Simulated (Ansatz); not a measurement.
Gap of a one-dimensional CsI body, 2 atoms a period at several levels, all on one geometry.

```yaml
crystal:
  lattice:
    - [11.00000, 0.00000, 0.00000]
    - [0.00000, 11.00000, 0.00000]
    - [0.00000, 0.00000, 7.15846]
  atoms:
    - { symbol: Cs, position: [0.50000, 0.50000, 0.00000] }
    - { symbol: I, position: [0.50000, 0.50000, 0.50000] }
```

Levels: PBE (plane waves to 420 eV, PAW; Ansatz, a quantum-chemistry and plane-wave program); Ansatz with PBE with spin-orbit coupling; r2SCAN (plane waves to 500 eV, PAW; Ansatz); HSE06 (Ansatz). Unmarked values and the geometry are of the first. Mesh 1×1×44. No spin polarisation. Isolated but for its images some 11 Å away. A hypothetical model. Only distortions within the start's symmetry and period were free. Pairing along the axis, which can open a gap, is among the distortions not tried. Values not marked SOC lack spin–orbit coupling. HSE06 ran on a 1×1×3 mesh and at PBE's edge points.

| level | gap (eV) |
|---|---|
| PBE | 3.62 |
| PBE+SOC | 3.38 |
| r2SCAN | 4.44 |
| HSE06 | ? |

Fill in the missing entries.


- HSE06, gap (eV): 4.48
